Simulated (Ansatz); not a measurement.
## Pressure series in ZnAu

The parent structure is ZnAu in the CsCl type structure (space group Pm-3m, No. 221; a = 3.187 Å).

Cell and atoms are relaxed at each pressure.

All numbers come from PBE in Ansatz (plane waves to 420 eV, PAW, scalar-relativistic without spin-orbit coupling).

```tsv
pressure (GPa)	volume per atom (Å³/atom)
-2	16.479
-1	16.327
0	16.182
0.3	16.140
0.7	16.086
1.5	15.982
3	15.796
5	?
7.5	15.312
```

Problem. Fit the third-order Birch–Murnaghan form P(V) = (3B₀/2)[(V₀/V)^(7/3) − (V₀/V)^(5/3)]·[1 + (3/4)(B₀′ − 4)((V₀/V)^(2/3) − 1)] (squares taken in P) to the rows shown and predict the withheld row.

Solution. Least squares on the printed values gives V₀ = 16.182 Å³/atom, B₀ = 116 GPa, B₀′ = 5.7; this predicts 15.569 Å³/atom, and the run gives 15.569 Å³/atom, in agreement.

Measured bulk modulus of ZnAu: 131 GPa (temperature not stated; as listed in Niraj K. Nepal et al., Phys. Rev. B (2020)); the computed value is for a static lattice, so the two differ by thermal effects too.

Load acts through the strain it causes; cell and atoms are relaxed under it. Stability against distortions was not tested. Competing high-pressure phases were not computed.

Ansatz is an electronic-structure program.
